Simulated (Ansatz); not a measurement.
## A constructed model of the (111) surface of fcc Cu, (√3x√3)R30° layer of Sb, one a cell, in the other hollow (bottom of the slab: a bare face, its two planes held)

All values below come from PBE (plane waves to 420 eV, PAW; Ansatz, a program for electronic structure).

Model: 19-atom slab, 12.9 Å thick at the start, 10x10x1 mesh, Fermi-Dirac 0.1 eV, dipole correction, 6 atoms held, the rest relaxed; start symmetry kept, larger cells not searched; no spin, no spin-orbit, no U. In PBE it lies 0.01 eV a 1x1 cell over the lowest computed structure of the same composition ((√3x√3)R30° layer of Sb, one a cell, on the site that continues the host's stacking).

```json
{
 "work_function_of_the_top_face": "4.54 eV",
 "energy_released_by_relaxation": "0.33 eV",
 "cost": "roughly 10 core-minutes"
}
```
